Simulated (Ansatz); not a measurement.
## Ge well of 9 atomic layers along [001] in random Si0.3Ge0.7, interfaces graded over 8 layers

Prepared with Tersoff's 1989 multicomponent potential (SiCGe.tersoff) in LAMMPS: minimisation. Geometry as solved with PBE, support functions at accuracy medium on the grid of 370 eV in Ansatz (a quantum-chemistry and plane-wave program).

```xyz
648
Lattice="17.02 0.00 0.00 0.00 17.02 0.00 0.00 0.00 51.43" Properties=species:S:1:pos:R:3 pbc="T T T"
Si    -0.06     0.02    -0.01
Ge     1.40     1.43     1.37
Si     2.82     2.85    -0.02
Ge     4.26     4.26     1.36
Ge     2.82     0.00     2.83
Ge     4.22     1.45     4.27
Ge     0.01     2.86     2.86
Si     1.43     4.22     4.29
Ge     0.01     0.05     5.72
Si     1.42     1.48     7.11
Si     2.78     2.84     5.69
Ge     4.22     4.22     7.08
Ge     2.83     0.07     8.53
Si     4.25     1.42     9.96
Si     0.04     2.84     8.51
Si     1.41     4.19     9.92
Ge     0.03     0.06    11.42
Si     1.45     1.45    12.81
Ge     2.85     2.84    11.37
Si     4.26     4.26    12.78
Ge     2.85     0.05    14.22
Si     4.26     1.44    15.63
Ge     0.04     2.83    14.23
Si     1.43     4.24    15.66
Ge     0.00    -0.02    17.11
Ge     1.42     1.44    18.53
Ge     2.85     2.83    17.05
Ge     4.28     4.22    18.55
Ge     2.84     0.01    19.97
Ge     4.28     1.43    21.42
Ge    -0.02     2.87    19.96
Ge     1.41     4.26    21.43
Ge     0.00     0.01    22.89
Ge     1.43     1.41    24.34
Ge     2.84     2.83    22.88
Ge     4.25     4.25    24.35
Ge     2.86    -0.02    25.78
Ge     4.25     1.42    27.25
Ge     0.01     2.83    25.80
Ge     1.40     4.27    27.25
Ge    -0.03    -0.04    28.71
Ge     1.38     1.42    30.15
Ge     2.81     2.84    28.70
Ge     4.25     4.27    30.14
Ge     2.82     0.00    31.58
Ge     4.24     1.43    33.02
Ge    -0.06     2.87    31.57
Ge     1.40     4.28    33.03
Ge     0.00     0.06    34.42
Ge     1.40     1.45    35.94
Ge     2.83     2.87    34.48
Si     4.24     4.28    35.86
Si     2.85     0.02    37.31
Si     4.21     1.42    38.66
Si    -0.04     2.89    37.32
Si     1.37     4.27    38.67
Ge     0.00     0.06    40.10
Si     1.42     1.43    41.52
Ge     2.78     2.83    40.06
Ge     4.22     4.25    41.51
Ge     2.80     0.02    42.96
Si     4.22     1.42    44.38
Ge     0.05     2.85    42.95
Si     1.46     4.23    44.37
Si     0.02    -0.02    45.70
Ge     1.41     1.42    47.10
Si     2.84     2.84    45.71
Ge     4.25     4.27    47.09
Ge     2.82     0.01    48.57
Ge     4.23     1.46    50.01
Ge    -0.05     2.78    48.61
Ge     1.42     4.23    50.00
Ge    -0.03     5.67    -0.03
Ge     1.40     7.07     1.42
Ge     2.82     8.51    -0.04
Ge     4.26     9.93     1.39
Ge     2.82     5.63     2.86
Ge     4.26     7.09     4.24
Ge    -0.05     8.48     2.85
Ge     1.39     9.94     4.25
Ge    -0.02     5.65     5.63
Ge     1.41     7.08     7.08
Ge     2.85     8.54     5.68
Ge     4.25     9.99     7.13
Ge     2.80     5.64     8.55
Ge     4.27     7.04     9.99
Ge    -0.02     8.51     8.51
Ge     1.44     9.94     9.92
Ge     0.02     5.62    11.31
Ge     1.41     7.07    12.78
Ge     2.87     8.53    11.40
Si     4.22     9.95    12.84
Ge     2.83     5.62    14.22
Ge     4.25     7.06    15.66
Ge    -0.01     8.52    14.20
Ge     1.45     9.95    15.61
Ge     0.01     5.61    17.09
Ge     1.42     7.08    18.54
Ge     2.83     8.50    17.09
Ge     4.24     9.92    18.56
Ge     2.85     5.66    19.98
Ge     4.24     7.09    21.45
Ge     0.01     8.50    20.01
Ge     1.39     9.96    21.48
Ge     0.00     5.67    22.90
Ge     1.41     7.09    24.36
Ge     2.83     8.52    22.91
Ge     4.28     9.90    24.37
Ge     2.84     5.68    25.80
Ge     4.28     7.12    27.22
Ge    -0.02     8.49    25.83
Ge     1.41     9.92    27.25
Ge    -0.06     5.68    28.70
Ge     1.40     7.08    30.13
Ge     2.84     8.50    28.69
Ge     4.26     9.92    30.15
Ge     2.84     5.70    31.60
Si     4.22     7.11    33.03
Ge     0.00     8.49    31.60
Ge     1.45     9.89    33.05
Ge    -0.02     5.69    34.50
Si     1.45     7.11    35.83
Si     2.86     8.46    34.44
Ge     4.29     9.90    35.82
Ge     2.80     5.67    37.26
Ge     4.23     7.15    38.69
Ge     0.06     8.51    37.27
Si     1.46     9.91    38.70
Si     0.04     5.67    40.07
Ge     1.41     7.12    41.49
Si     2.83     8.56    40.10
Si     4.19     9.94    41.50
Ge     2.83     5.69    42.99
Si     4.24     7.11    44.40
Si     0.04     8.52    42.95
Si     1.47     9.89    44.29
Ge     0.05     5.64    45.77
Ge     1.44     7.16    47.18
Si     2.86     8.54    45.72
Si     4.25     9.90    47.11
Ge     2.85     5.68    48.58
Ge     4.31     7.08    50.02
Si     0.02     8.55    48.60
Si     1.41     9.90    49.98
Ge     0.05    11.32     0.00
Si     1.41    12.76     1.43
Ge     2.80    14.17     0.02
Ge     4.27    15.59     1.43
Ge     2.83    11.37     2.83
Ge     4.29    12.75     4.30
Ge    -0.04    14.18     2.80
Ge     1.40    15.60     4.27
Ge     0.00    11.41     5.68
Si     1.44    12.75     7.12
Ge     2.82    14.16     5.71
Ge     4.25    15.62     7.11
Si     2.81    11.38     8.51
Ge     4.22    12.77     9.94
Ge     0.04    14.15     8.52
Ge     1.44    15.61     9.98
Ge    -0.03    11.32    11.38
Ge     1.46    12.76    12.78
Si     2.84    14.19    11.36
Ge     4.23    15.60    12.76
Si     2.86    11.35    14.20
Ge     4.21    12.77    15.66
Ge     0.03    14.19    14.23
Ge     1.46    15.60    15.68
Ge     0.03    11.35    17.09
Ge     1.45    12.80    18.52
Si     2.84    14.18    17.09
Ge     4.23    15.59    18.50
Ge     2.83    11.36    20.01
Ge     4.26    12.77    21.46
Ge     0.02    14.17    20.01
Ge     1.44    15.61    21.45
Si     0.00    11.34    22.91
Ge     1.40    12.74    24.32
Ge     2.85    14.21    22.92
Si     4.24    15.60    24.35
Ge     2.83    11.33    25.79
Ge     4.24    12.77    27.23
Ge     0.00    14.17    25.79
Ge     1.42    15.59    27.24
Ge     0.00    11.34    28.71
Ge     1.41    12.77    30.16
Ge     2.83    14.18    28.70
Ge     4.26    15.61    30.14
Ge     2.84    11.33    31.60
Ge     4.29    12.73    33.05
Ge    -0.06    14.18    31.57
Ge     1.40    15.59    33.02
Ge    -0.01    11.37    34.42
Si     1.40    12.74    35.85
Ge     2.82    14.15    34.47
Ge     4.24    15.59    35.91
Ge     2.81    11.32    37.24
Ge     4.27    12.75    38.66
Ge     0.03    14.19    37.23
Ge     1.44    15.62    38.69
Ge     0.08    11.34    40.12
Si     1.43    12.76    41.58
Ge     2.82    14.14    40.14
Ge     4.24    15.60    41.53
Si     2.81    11.31    42.90
Ge     4.25    12.70    44.32
Si     0.03    14.17    42.94
Si     1.37    15.60    44.32
Ge     0.03    11.32    45.68
Ge     1.43    12.75    47.15
Ge     2.81    14.20    45.70
Ge     4.27    15.62    47.13
Ge     2.85    11.27    48.57
Ge     4.24    12.75    50.01
Ge    -0.01    14.17    48.59
Ge     1.37    15.64    50.03
Ge     5.69     0.04     0.01
Si     7.11     1.43     1.41
Ge     8.55     2.86     0.02
Si     9.95     4.31     1.41
Ge     8.47    -0.01     2.83
Ge     9.94     1.42     4.22
Ge     5.69     2.82     2.80
Ge     7.13     4.28     4.19
Ge     5.69    -0.02     5.65
Ge     7.10     1.42     7.10
Ge     8.53     2.86     5.67
Ge     9.95     4.28     7.12
Ge     8.53     0.02     8.57
Si     9.92     1.45     9.97
Ge     5.64     2.81     8.54
Ge     7.08     4.22    10.01
Ge     5.68    -0.01    11.32
Ge     7.12     1.42    12.78
Si     8.53     2.81    11.36
Ge     9.92     4.23    12.76
Si     8.50     0.01    14.21
Ge     9.89     1.40    15.63
Ge     5.66     2.86    14.22
Si     7.07     4.25    15.64
Ge     5.63     0.05    17.07
Ge     7.05     1.46    18.56
Ge     8.46     2.85    17.06
Ge     9.91     4.25    18.54
Ge     8.49     0.02    19.99
Ge     9.92     1.41    21.45
Si     5.66     2.84    20.00
Ge     7.05     4.23    21.43
Ge     5.64    -0.02    22.92
Ge     7.08     1.41    24.36
Ge     8.49     2.83    22.89
Ge     9.92     4.26    24.34
Ge     8.51     0.01    25.81
Ge     9.94     1.43    27.26
Ge     5.67     2.84    25.81
Ge     7.10     4.27    27.26
Ge     5.69     0.00    28.70
Ge     7.11     1.43    30.15
Ge     8.54     2.87    28.73
Si     9.94     4.25    30.15
Ge     8.55     0.02    31.61
Si     9.94     1.43    33.01
Ge     5.67     2.84    31.58
Ge     7.09     4.28    33.01
Ge     5.66    -0.02    34.44
Ge     7.09     1.41    35.86
Ge     8.54     2.82    34.41
Ge     9.99     4.24    35.85
Ge     8.54    -0.03    37.26
Ge     9.98     1.44    38.66
Ge     5.61     2.84    37.26
Ge     7.07     4.25    38.68
Ge     5.64     0.00    40.06
Ge     7.10     1.38    41.53
Ge     8.51     2.83    40.10
Ge     9.98     4.22    41.54
Si     8.50    -0.01    42.94
Ge     9.94     1.42    44.29
Ge     5.63     2.81    42.95
Ge     7.05     4.32    44.35
Si     5.63     0.04    45.73
Ge     7.07     1.41    47.15
Ge     8.50     2.86    45.73
Ge     9.90     4.29    47.20
Ge     8.54     0.03    48.62
Si     9.93     1.44    50.03
Ge     5.68     2.88    48.57
Ge     7.11     4.31    50.02
Si     5.71     5.71     0.03
Si     7.14     7.06     1.39
Si     8.49     8.45    -0.01
Ge     9.89     9.89     1.38
Si     8.53     5.68     2.76
Ge     9.94     7.03     4.22
Ge     5.72     8.48     2.79
Ge     7.08     9.96     4.28
Ge     5.68     5.66     5.66
Ge     7.09     7.09     7.10
Ge     8.53     8.50     5.66
Ge     9.95     9.97     7.06
Ge     8.50     5.67     8.56
Ge     9.93     7.12     9.98
Ge     5.66     8.51     8.54
Ge     7.11     9.92     9.98
Si     5.65     5.63    11.41
Ge     7.06     7.08    12.76
Si     8.50     8.49    11.38
Ge     9.90     9.90    12.77
Ge     8.47     5.64    14.22
Ge     9.91     7.07    15.65
Ge     5.64     8.52    14.21
Ge     7.07     9.93    15.66
Ge     5.70     5.64    17.09
Ge     7.09     7.08    18.55
Ge     8.50     8.51    17.10
Ge     9.93     9.92    18.55
Ge     8.50     5.66    20.00
Ge     9.92     7.08    21.46
Ge     5.67     8.50    20.00
Ge     7.09     9.93    21.44
Ge     5.66     5.67    22.90
Ge     7.06     7.11    24.37
Ge     8.50     8.51    22.90
Ge     9.93     9.93    24.35
Ge     8.51     5.68    25.80
Ge     9.93     7.08    27.27
Si     5.68     8.51    25.79
Ge     7.07     9.90    27.21
Ge     5.68     5.70    28.70
Ge     7.10     7.11    30.17
Ge     8.51     8.52    28.70
Ge     9.97     9.95    30.13
Ge     8.55     5.66    31.56
Ge     9.95     7.12    33.01
Ge     5.67     8.52    31.66
Si     7.08     9.96    33.04
Ge     5.61     5.70    34.44
Ge     7.06     7.13    35.87
Ge     8.50     8.56    34.44
Si     9.93     9.92    35.86
Ge     8.51     5.67    37.25
Ge     9.90     7.12    38.69
Si     5.68     8.53    37.30
Si     7.08     9.89    38.69
Ge     5.66     5.70    40.10
Ge     7.10     7.14    41.50
Si     8.47     8.54    40.06
Ge     9.90     9.88    41.51
Ge     8.55     5.71    42.94
Si     9.96     7.12    44.33
Ge     5.59     8.52    42.93
Ge     7.04     9.94    44.37
Si     5.66     5.74    45.76
Si     7.09     7.04    47.16
Ge     8.50     8.45    45.76
Ge     9.93     9.88    47.23
Si     8.49     5.71    48.58
Ge     9.94     7.08    50.01
Ge     5.69     8.51    48.52
Ge     7.14     9.91    50.00
Ge     5.72    11.37     0.01
Si     7.12    12.77     1.43
Ge     8.52    14.15     0.01
Ge     9.95    15.58     1.44
Ge     8.53    11.38     2.84
Si     9.96    12.77     4.26
Ge     5.73    14.17     2.85
Si     7.10    15.59     4.25
Si     5.70    11.36     5.72
Si     7.08    12.75     7.07
Ge     8.50    14.16     5.65
Ge     9.93    15.59     7.11
Ge     8.50    11.40     8.51
Si     9.91    12.80     9.93
Ge     5.71    14.18     8.51
Si     7.10    15.61     9.93
Ge     5.62    11.32    11.40
Ge     7.07    12.77    12.79
Ge     8.50    14.20    11.33
Ge     9.90    15.63    12.80
Ge     8.51    11.35    14.23
Ge     9.93    12.78    15.67
Ge     5.66    14.20    14.23
Ge     7.10    15.65    15.64
Ge     5.65    11.35    17.11
Ge     7.08    12.77    18.54
Ge     8.50    14.21    17.10
Ge     9.92    15.61    18.55
Ge     8.51    11.35    19.99
Ge     9.93    12.76    21.45
Ge     5.66    14.20    19.99
Ge     7.08    15.61    21.45
Ge     5.68    11.34    22.90
Ge     7.09    12.77    24.35
Ge     8.51    14.19    22.90
Ge     9.93    15.60    24.36
Ge     8.51    11.35    25.80
Ge     9.96    12.73    27.28
Ge     5.64    14.21    25.77
Ge     7.09    15.59    27.23
Ge     5.67    11.33    28.67
Ge     7.09    12.75    30.12
Ge     8.52    14.17    28.69
Ge     9.93    15.61    30.13
Ge     8.48    11.31    31.59
Ge     9.92    12.74    33.02
Ge     5.68    14.17    31.57
Ge     7.11    15.59    33.01
Si     5.72    11.34    34.44
Si     7.04    12.74    35.86
Ge     8.50    14.16    34.49
Si     9.93    15.61    35.83
Ge     8.46    11.31    37.25
Ge     9.89    12.77    38.69
Si     5.68    14.13    37.25
Ge     7.08    15.53    38.67
Ge     5.68    11.30    40.12
Si     7.10    12.76    41.48
Si     8.47    14.15    40.12
Ge     9.86    15.59    41.51
Ge     8.47    11.36    42.91
Ge     9.91    12.77    44.35
Ge     5.70    14.15    42.91
Ge     7.07    15.65    44.36
Si     5.63    11.31    45.79
Ge     7.08    12.69    47.19
Ge     8.49    14.19    45.79
Ge     9.97    15.60    47.21
Si     8.53    11.32    48.59
Ge     9.94    12.74    49.95
Ge     5.67    14.18    48.58
Ge     7.10    15.60    50.02
Ge    11.34     0.04     0.00
Si    12.79     1.45     1.37
Si    14.19     2.80     0.00
Ge    15.56     4.24     1.41
Ge    14.17     0.02     2.78
Ge    15.57     1.45     4.28
Ge    11.37     2.86     2.78
Ge    12.76     4.26     4.30
Ge    11.36     0.00     5.66
Ge    12.78     1.44     7.10
Si    14.18     2.85     5.70
Ge    15.60     4.23     7.13
Ge    14.18    -0.01     8.56
Ge    15.63     1.47     9.94
Ge    11.36     2.85     8.58
Si    12.81     4.25     9.97
Ge    11.34     0.02    11.34
Ge    12.83     1.42    12.77
Si    14.19     2.86    11.34
Ge    15.60     4.23    12.77
Si    14.19     0.02    14.22
Ge    15.60     1.40    15.65
Ge    11.35     2.82    14.21
Ge    12.77     4.25    15.66
Ge    11.34     0.02    17.10
Ge    12.77     1.43    18.55
Ge    14.22     2.86    17.12
Si    15.62     4.25    18.53
Ge    14.18     0.00    20.00
Ge    15.61     1.43    21.44
Ge    11.34     2.84    20.00
Ge    12.77     4.26    21.43
Ge    11.35    -0.01    22.90
Ge    12.76     1.42    24.35
Ge    14.18     2.84    22.90
Ge    15.60     4.26    24.36
Ge    14.18     0.01    25.81
Ge    15.60     1.43    27.27
Ge    11.35     2.85    25.80
Ge    12.77     4.27    27.26
Ge    11.36     0.01    28.69
Ge    12.78     1.43    30.15
Ge    14.20     2.88    28.73
Si    15.58     4.29    30.15
Ge    14.23     0.02    31.58
Si    15.60     1.44    33.01
Ge    11.32     2.84    31.59
Ge    12.81     4.28    32.98
Ge    11.34     0.03    34.45
Si    12.76     1.45    35.86
Ge    14.21     2.83    34.45
Si    15.61     4.25    35.90
Ge    14.19     0.07    37.26
Si    15.63     1.46    38.67
Si    11.39     2.83    37.23
Ge    12.79     4.26    38.61
Ge    11.37     0.03    40.15
Si    12.80     1.42    41.55
Ge    14.19     2.81    40.09
Ge    15.65     4.27    41.48
Si    14.19     0.04    42.91
Ge    15.59     1.41    44.36
Si    11.40     2.81    42.91
Ge    12.78     4.21    44.36
Ge    11.39     0.03    45.78
Si    12.78     1.47    47.17
Si    14.17     2.81    45.78
Ge    15.56     4.23    47.17
Ge    14.18     0.06    48.58
Si    15.57     1.41    50.06
Ge    11.35     2.83    48.61
Ge    12.77     4.25    50.08
Si    11.34     5.67     0.04
Si    12.76     7.09     1.35
Si    14.13     8.49    -0.03
Ge    15.55     9.89     1.38
Ge    14.15     5.72     2.82
Si    15.59     7.08     4.24
Ge    11.37     8.48     2.79
Ge    12.74     9.93     4.27
Si    11.34     5.66     5.68
Ge    12.76     7.01     7.10
Ge    14.19     8.47     5.67
Ge    15.57     9.96     7.10
Si    14.16     5.61     8.54
Ge    15.56     7.05     9.92
Ge    11.36     8.52     8.51
Ge    12.79     9.95     9.93
Ge    11.40     5.67    11.37
Si    12.77     7.09    12.80
Ge    14.18     8.50    11.41
Si    15.61     9.91    12.79
Ge    14.17     5.69    14.20
Ge    15.61     7.07    15.66
Ge    11.36     8.47    14.19
Ge    12.77     9.91    15.64
Ge    11.34     5.67    17.11
Ge    12.77     7.08    18.55
Ge    14.19     8.50    17.11
Ge    15.62     9.93    18.55
Ge    14.22     5.64    19.96
Ge    15.60     7.08    21.44
Ge    11.35     8.50    20.00
Ge    12.77     9.93    21.44
Ge    11.37     5.68    22.90
Ge    12.78     7.11    24.37
Ge    14.19     8.52    22.90
Ge    15.63     9.95    24.35
Ge    14.21     5.70    25.83
Si    15.60     7.10    27.26
Ge    11.34     8.51    25.82
Ge    12.75     9.94    27.28
Ge    11.33     5.64    28.74
Ge    12.80     7.05    30.16
Ge    14.20     8.48    28.68
Ge    15.60     9.92    30.16
Si    14.21     5.65    31.55
Ge    15.54     7.07    33.01
Ge    11.41     8.53    31.59
Si    12.79     9.89    33.06
Ge    11.41     5.72    34.45
Si    12.83     7.10    35.86
Si    14.15     8.49    34.43
Ge    15.59     9.89    35.82
Si    14.21     5.67    37.21
Ge    15.62     7.04    38.66
Ge    11.38     8.52    37.25
Si    12.77     9.91    38.68
Ge    11.35     5.67    40.08
Ge    12.74     7.11    41.54
Ge    14.19     8.51    40.08
Ge    15.66     9.90    41.53
Ge    14.21     5.67    42.92
Ge    15.65     7.09    44.34
Si    11.31     8.49    42.94
Ge    12.75     9.90    44.33
Ge    11.34     5.72    45.76
Si    12.72     7.11    47.21
Ge    14.17     8.47    45.80
Ge    15.63     9.92    47.18
Ge    14.14     5.70    48.59
Ge    15.59     7.15    49.99
Si    11.38     8.49    48.61
Si    12.76     9.85    50.00
Ge    11.37    11.29    -0.05
Ge    12.73    12.78     1.44
Ge    14.19    14.23     0.03
Si    15.62    15.65     1.39
Ge    14.20    11.36     2.86
Si    15.61    12.78     4.24
Si    11.31    14.15     2.86
Ge    12.75    15.57     4.21
Si    11.33    11.38     5.64
Ge    12.76    12.72     7.08
Ge    14.21    14.16     5.65
Ge    15.62    15.59     7.11
Si    14.17    11.34     8.51
Ge    15.57    12.75     9.92
Ge    11.36    14.18     8.55
Si    12.74    15.62     9.94
Ge    11.29    11.37    11.33
Ge    12.75    12.77    12.77
Ge    14.16    14.23    11.35
Ge    15.60    15.64    12.83
Ge    14.20    11.32    14.18
Ge    15.61    12.76    15.65
Ge    11.35    14.21    14.23
Ge    12.79    15.65    15.64
Ge    11.36    11.34    17.10
Ge    12.77    12.77    18.54
Ge    14.19    14.20    17.09
Ge    15.61    15.59    18.57
Ge    14.20    11.35    20.00
Ge    15.64    12.73    21.48
Ge    11.34    14.19    20.00
Ge    12.77    15.60    21.45
Ge    11.35    11.34    22.90
Ge    12.77    12.76    24.35
Ge    14.20    14.18    22.90
Ge    15.61    15.61    24.35
Ge    14.18    11.35    25.81
Ge    15.60    12.78    27.26
Ge    11.35    14.17    25.81
Ge    12.78    15.59    27.26
Si    11.36    11.35    28.70
Ge    12.75    12.73    30.14
Ge    14.20    14.20    28.74
Si    15.59    15.60    30.15
Ge    14.17    11.32    31.64
Si    15.60    12.75    32.99
Ge    11.33    14.17    31.57
Ge    12.77    15.61    33.00
Ge    11.35    11.28    34.44
Ge    12.76    12.75    35.86
Ge    14.20    14.15    34.40
Ge    15.60    15.62    35.83
Ge    14.18    11.31    37.29
Ge    15.65    12.75    38.69
Ge    11.32    14.22    37.25
Ge    12.78    15.63    38.69
Ge    11.35    11.30    40.07
Ge    12.77    12.75    41.50
Ge    14.21    14.19    40.10
Ge    15.62    15.62    41.56
Ge    14.22    11.36    42.95
Si    15.66    12.78    44.31
Ge    11.34    14.19    42.92
Ge    12.81    15.63    44.31
Ge    11.33    11.33    45.78
Ge    12.77    12.78    47.19
Ge    14.24    14.17    45.72
Ge    15.64    15.64    47.14
Ge    14.16    11.30    48.63
Ge    15.59    12.75    50.04
Si    11.36    14.18    48.59
Ge    12.75    15.60    49.98
```
